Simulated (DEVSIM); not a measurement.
Device: Pt/SiO2/n-Si capacitor, at 300 K.

| layer (left to right) | material | thickness (nm) | Nd (cm⁻³) |
|---|---|---|---|
| 1 | SiO2 | 16.0 | - |
| 2 | Si | 1600 | 1.3e17 |

Metal gate on the left, work function 5.6 eV. Fixed charge at the semiconductor interface 1.1e11 cm⁻² (in units of +e); no interface traps.

This is a model device: material constants are rounded textbook-type values typed into the input, and sizes, dopings and lifetimes were drawn at random. Values at 300 K.

| parameter | SiO2 | Si |
|---|---|---|
| gap (eV) | 9 | 1.124 |
| affinity (eV) | 0.9 | 4.05 |
| permittivity | 3.9 | 11.7 |
| Nc (cm⁻³) | - | 2.86e19 |
| Nv (cm⁻³) | - | 3.1e19 |

Model (solved in DEVSIM): 1D Poisson equation in equilibrium, Boltzmann statistics, complete ionisation; no quantum confinement or tunnelling. Metal contacts follow the ideal Schottky-Mott rule: no Fermi-level pinning, no interface dipoles.

Base results: flat-band voltage (V) 1.33; minimum of the low-frequency capacitance (μF/cm²) 0.0794; capacitance of the dielectric stack (μF/cm²) 0.216.

Question: What follows from this one change: substrate doping 1.3e+17 → 1.3e+16 cm^-3?

Answer: flat-band voltage 1.33 → 1.27 V; minimum of the low-frequency capacitance 0.0794 → 0.0361 μF/cm²; capacitance of the dielectric stack little changed (0.216 μF/cm²).

Question: What follows from this one change: interface trap density 0 → 1e+12 cm^-2 eV^-1?

Answer: flat-band voltage 1.33 → 1.81 V; minimum of the low-frequency capacitance 0.0794 → 0.123 μF/cm²; capacitance of the dielectric stack little changed (0.216 μF/cm²).

Question: What follows from this one change: SiO2 thickness 0.016 → 0.014 μm?

Answer: flat-band voltage 1.33 → 1.34 V; minimum of the low-frequency capacitance 0.0794 → 0.0852 μF/cm²; capacitance of the dielectric stack 0.216 → 0.247 μF/cm².
